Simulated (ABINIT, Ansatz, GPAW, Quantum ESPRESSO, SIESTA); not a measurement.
Code comparison for Al2Pt (Fm-3m, 3 atoms in the cell)

Self-consistent single point.

```
CELL_PARAMETERS angstrom
      0.00000     2.91142     2.91142
      2.91142     0.00000     2.91142
      2.91142     2.91142     0.00000
ATOMIC_POSITIONS crystal
  Al 0.25000 0.25000 0.25000
  Al 0.75000 0.75000 0.75000
  Pt 0.00000 0.00000 0.00000
```

Shared settings, as Ansatz (a quantum-chemistry and plane-wave program) writes them: kpoints.mp_grid.grid = 13 13 13; scf.occupations.method = gaussian; scf.occupations.width = 0.0073 Ry. Potentials and cutoffs stand in the table.

| code | model | pressure (GPa) | cutoff |
|---|---|---|---|
| ABINIT | LDA (PW92), norm-conserving pseudopotentials (PseudoDojo nc-sr-04 LDA standard) | 1.87 | 84 Ry |
| Quantum ESPRESSO | LDA (PZ), GBRV 1.5 ultrasoft (LDA) pseudopotentials | 1.99 | 40 Ry |
| Ansatz | LDA (PW92), PAW files made with PBE | 2.25 | default |
| GPAW | LDA (Perdew-Wang 92), GPAW PAW datasets LDA (gpaw-data 1.0.1) | 2.74 | 600 eV |
| SIESTA | LDA PW92, numerical atomic orbitals DZP, PseudoDojo LDA standard norm-conserving potentials (rewritten from UPF to PSML) | 2.78 | grid 350 Ry |

On Ansatz's run: spin-orbit coupling is off. Spin polarisation is off.

The spread over the programs that give each value: pressure within 0.91 GPa.

SIESTA uses small atom-centred bases, whose incompleteness enters pressures, forces and empty levels differently from a plane-wave cutoff. Ansatz's pressure is given at a fixed set of plane waves, as the other plane-wave codes print theirs; with its correction for the finite basis it is 2.28 GPa. The same LDA comes in different parametrisations, which differ slightly.

The starting cell comes from a database of computed structures (which also holds hypothetical and non-ambient phases and stackings), without a prior relaxation at this level. Its lattice was rescaled by a random factor within 2.5 % of one.

Left out of this page: Elk and FLEUR (not drawn, or without a comparable value).

Keys are those of Ansatz 0.2.
